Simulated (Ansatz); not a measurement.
Take Hf in the hcp (Mg type) structure (space group P6_3/mmc, No. 194) as the base.

Hf is modelled in the hexagonal space group P6₃/mmc (No. 194), the hcp (Mg type) structure, Pearson symbol hP2. Cell: a = b = 3.159 Å, c = 5.000 Å, α = β = 90.00°, γ = 120.00°. Hf on 2d has 12 Hf at 3.095–3.159 Å (anticuboctahedral). (Neighbours: up to the widest gap in distance over summed covalent radii, below 1.35, at either atom.)

Levels (all Ansatz, a program for electronic structure, PAW): PBEsol (420 eV, scalar-relativistic without spin-orbit coupling); r2SCAN (500 eV, scalar-relativistic without spin-orbit coupling).

The geometry is relaxed with PBEsol.

| Property | Result |
|---|---|
| PBEsol pressure | 0.0 GPa |

With r2SCAN at the same geometry, the pressure goes from zero to 4.0 GPa.

Single points use the geometry relaxed with PBEsol. Their cutoffs differ, which shifts pressures a little. No phonon test of stability was made. All final runs are without spin polarisation.
